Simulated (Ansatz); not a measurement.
Consider SnTe in the rock salt structure (space group Fm-3m, No. 225; a = 6.3712 Å). Axes: x, y, z lie along the cube axes.

Level of theory: r2SCAN in Ansatz (plane waves to 500 eV, PAW, without spin-orbit coupling), earlier PAW set.

Strains are applied to the cell and any free atomic positions relax; under biaxial strain the out-of-plane vector relaxes too.

One change was made to it. Results:

The band gap goes from 0.13 eV to zero; the pressure (mean of the normal stresses, compression positive) goes from zero to -0.4 GPa; the energy grows by 1.2 meV/atom; the volume per atom grows by 0.31 Å³ (32.33 Å³ → 32.64 Å³).

Question: Name the change that was made.
(A) biaxial strain −2.20 %, plane normal [001], relaxed out of plane
(B) uniaxial strain ε_yy = +3.70 %
(C) biaxial strain +0.92 %, plane normal [111], relaxed out of plane

Answer: C, biaxial strain +0.92 %, plane normal [111], relaxed out of plane. For comparison, the energy relative to the base in the other runs: biaxial strain −2.20 %, plane normal [001], relaxed out of plane gives +14 meV/atom; uniaxial strain ε_yy = +3.70 % gives +15 meV/atom.

With Te present, leaving out spin-orbit coupling can change the band edges. Whether these cells are dynamically stable was not tested. All final runs are without spin polarisation. Gaps under 0.05 eV, about the width of the smearing, are given as zero. The zero or small gap of SnTe can change with the level of theory.

Ansatz is a quantum-chemistry and plane-wave program.
